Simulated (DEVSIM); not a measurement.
Structure: Ti/Al2O3/p-InP capacitor, at 300 K.

Layer 1 from the left is Al2O3, thickness (nm) 4.30. Layer 2 from the left is InP, thickness (nm) 7100, Na (cm⁻³) 7.7e15.

Metal gate on the left, work function 4.33 eV. Fixed charge at the semiconductor interface 4.9e10 cm⁻² (in units of +e); interface traps 9.7e11 cm⁻² eV⁻¹, uniform in energy, neutral level at 0.3 of the gap above the valence band.

This is a model device: material constants are rounded textbook-type values typed into the input, and sizes, dopings and lifetimes were drawn at random. Values at 300 K.

Al2O3: gap (eV) 6.8, affinity (eV) 1.35, permittivity 9. InP: gap (eV) 1.344, affinity (eV) 4.38, permittivity 12.5, Nc (cm⁻³) 5.7e17, Nv (cm⁻³) 1.1e19.

Simulated with DEVSIM: 1D Poisson equation in equilibrium, Boltzmann statistics, complete ionisation; no quantum confinement or tunnelling. Metal contacts follow the ideal Schottky-Mott rule: no Fermi-level pinning, no interface dipoles.

Task: What does the simulation give for the flat-band voltage, the minimum of the low-frequency capacitance, the threshold voltage (band bending 2φF)?

Result: flat-band voltage -1.23 V; minimum of the low-frequency capacitance 0.167 μF/cm²; threshold voltage (band bending 2φF) -0.07 V.
